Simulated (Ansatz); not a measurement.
Consider MgO in the rock salt structure (space group Fm-3m, No. 225; a = 4.214 Å).

Modification: cell and atoms relaxed at a pressure of 10 GPa.

Levels (all Ansatz, a program for electronic structure, PAW): PBEsol (420 eV, without spin-orbit coupling); HSE06 (420 eV, without spin-orbit coupling).

The geometry is relaxed with PBEsol.

PBEsol lowest conduction level above the VBM at special points: Γ 5.18 eV; L 8.10 eV; X 9.01 eV

Q: What does HSE06 give at this geometry for the lowest conduction level above the VBM at special points?

A: The lowest conduction level above the VBM at special points goes from Γ 5.18 eV; L 8.10 eV; X 9.01 eV to Γ 7.09 eV; L 10.09 eV; X 10.96 eV.

Single points use the geometry relaxed with PBEsol. The levels and masses belong to the bands next to the band gap. Load acts through the strain it causes; cell and atoms are relaxed under it. Stability against distortions was not tested. No other phases were tried under pressure. The base started in Pnma and relaxed to Fm-3m at this level.
